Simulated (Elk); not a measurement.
Input and output of a self-consistent single point for Hf (Fd-3m, 2 atoms in the cell) (Elk).

Computed with revPBE, all-electron FP-LAPW, Elk's shipped species files, default APW+lo basis (Elk).

```
Hf
1.0
    0.00000     3.16711     3.16711
    3.16711     0.00000     3.16711
    3.16711     3.16711     0.00000
Hf
2
Direct
  0.75000   0.75000   0.75000
  0.50000   0.50000   0.50000
```

Reference input (self-consistent single point, DFT, revPBE, all-electron FP-LAPW, Elk's shipped species files, default APW+lo basis): xctype = 21; rgkmax = 7; stype = 0; swidth = 0.00367493 Ha; ngridk = 9 9 9; vkloff = 0.5 0.5 0.5; rmtscf = 0.87. This run's input differs from it in these lines:

```diff
@@ -34,6 +34,3 @@
 ngridk
-  9 9 9
-
-vkloff
-  0.5 0.5 0.5
+  7 7 7
```

The program printed (abridged):

```
│ Self-consistent loop started │
│ Loop number : 1 │
 total energy                :     -30190.9556414
│ Loop number : 2 │
 total energy                :     -30191.3317137
RMS change in Kohn-Sham potential (target) :   0.2544329509     (  0.1000000000E-05)
Absolute change in total energy (target)   :   0.3760723107     (  0.1000000000E-03)
│ Loop number : 3 │
 total energy                :     -30191.5382699
RMS change in Kohn-Sham potential (target) :   0.2408913403     (  0.1000000000E-05)
Absolute change in total energy (target)   :   0.3005742934     (  0.1000000000E-03)
│ Loop number : 4 │
   [... lines left out ...]
Absolute change in total energy (target)   :   0.5046824372E-03 (  0.1000000000E-03)
│ Loop number : 13 │
 total energy                :     -30196.3248165
RMS change in Kohn-Sham potential (target) :   0.1539015484E-06 (  0.1000000000E-05)
Absolute change in total energy (target)   :   0.2629089286E-03 (  0.1000000000E-03)
│ Loop number : 14 │
 total energy                :     -30196.3248347
RMS change in Kohn-Sham potential (target) :   0.9694275371E-07 (  0.1000000000E-05)
Absolute change in total energy (target)   :   0.8399016951E-04 (  0.1000000000E-03)
Convergence targets achieved

│ Loop number : 15 │

Energies :
 Fermi                       :     0.204771962794
 total energy                :     -30196.3248315

Density of states at Fermi energy :    142.8511580
 (states/Hartree/unit cell)

Estimated indirect band gap :   0.1444681567E-02
 from k-point      3 to k-point     18
Estimated direct band gap   :   0.5879021531E-02
 at k-point     17

Charges :
 core                        :    92.00000000
 valence                     :    52.00000000
 interstitial                :    4.774017915
 muffin-tins (core leakage)
  species :    1 (Hf)
   atom    1                 :    69.61299104     (  0.5501196121E-05)
   atom    2                 :    69.61299104     (  0.5501196121E-05)
 total in muffin-tins        :    139.2259821
 total calculated charge     :    143.9951333
 total charge                :    144.0000000
 error                       :   0.4866652904E-02

│ Self-consistent loop stopped │
```

The run converged in 15 iterations. The count includes the last loop, which Elk runs after its targets are met. Against the reference run the total energy rises by 5.2 meV/atom.

The starting cell was generated: these elements placed on a structure prototype, without a prior relaxation; it need not be a known phase or ordering of this composition. Spin-orbit coupling is off. Values depend on the basis (sphere radii, cutoffs, local orbitals), which need not be converged. The log's line on a gap gives a spacing of levels on this mesh, which the program prints for metals too.
